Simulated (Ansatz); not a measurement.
## ZnS: response to strain

Base system: ZnS in the zinc blende structure (space group F-43m, No. 216).

```cif
data_S4Zn4
_chemical_formula_sum 'Zn4 S4'
_space_group_name_H-M_alt 'F-43m'
_space_group_IT_number 216
_space_group_name_Hall 'F -4 2 3'
_cell_length_a 5.29682
_cell_length_b 5.29682
_cell_length_c 5.29682
_cell_angle_alpha 90.000
_cell_angle_beta 90.000
_cell_angle_gamma 90.000
loop_
_atom_site_label
_atom_site_type_symbol
_atom_site_symmetry_multiplicity
_atom_site_Wyckoff_symbol
_atom_site_fract_x
_atom_site_fract_y
_atom_site_fract_z
_atom_site_occupancy
Zn1 Zn 4 a 0.00000 0.00000 0.00000 1
S1 S 4 c 0.25000 0.25000 0.25000 1
```
(The calculation used a cell of 2 atoms; values per cell refer to that cell.)

Strains are applied to the cell and any free atomic positions relax.

Method: Ansatz (a quantum-chemistry and plane-wave program), LDA, PAW, cutoff 420 eV, no spin-orbit coupling.

Notes on the quantities. energy relative to the base: free energy F.

```json
[
 {"case": "base", "band gap": "2.13 eV", "width of the top valence band": "3.01 eV", "volume per atom": "18.58 Å³", "energy relative to the base": "0 meV/atom"},
 {"case": "isotropic strain −3.00 %", "band gap": "2.55 eV", "width of the top valence band": "3.40 eV", "volume per atom": "16.95 Å³", "energy relative to the base": "+45 meV/atom"},
 {"case": "isotropic strain −2.50 %", "band gap": "2.47 eV", "width of the top valence band": "3.33 eV", "volume per atom": "17.22 Å³", "energy relative to the base": "+31 meV/atom"},
 {"case": "isotropic strain −2.00 %", "band gap": "2.40 eV", "width of the top valence band": "3.27 eV", "volume per atom": "17.48 Å³", "energy relative to the base": "+19 meV/atom"},
 {"case": "isotropic strain −1.50 %", "band gap": "2.33 eV", "width of the top valence band": "3.20 eV", "volume per atom": "17.75 Å³", "energy relative to the base": "+11 meV/atom"},
 {"case": "isotropic strain −1.00 %", "band gap": "2.26 eV", "width of the top valence band": "3.14 eV", "volume per atom": "18.02 Å³", "energy relative to the base": "+4.7 meV/atom"},
 {"case": "isotropic strain −0.50 %", "band gap": "2.19 eV", "width of the top valence band": "3.07 eV", "volume per atom": "18.30 Å³", "energy relative to the base": "+1.1 meV/atom"},
 {"case": "isotropic strain +0.50 %", "band gap": "2.06 eV", "width of the top valence band": "2.95 eV", "volume per atom": "18.86 Å³", "energy relative to the base": "+1.1 meV/atom"},
 {"case": "isotropic strain +1.00 %", "band gap": "1.99 eV", "width of the top valence band": "2.89 eV", "volume per atom": "19.14 Å³", "energy relative to the base": "+4.4 meV/atom"},
 {"case": "isotropic strain +3.00 %", "band gap": "1.73 eV", "width of the top valence band": "2.66 eV", "volume per atom": "20.30 Å³", "energy relative to the base": "+37 meV/atom"}
]
```

Semilocal Kohn–Sham gaps tend to fall short of experiment. Whether these cells are dynamically stable was not tested.
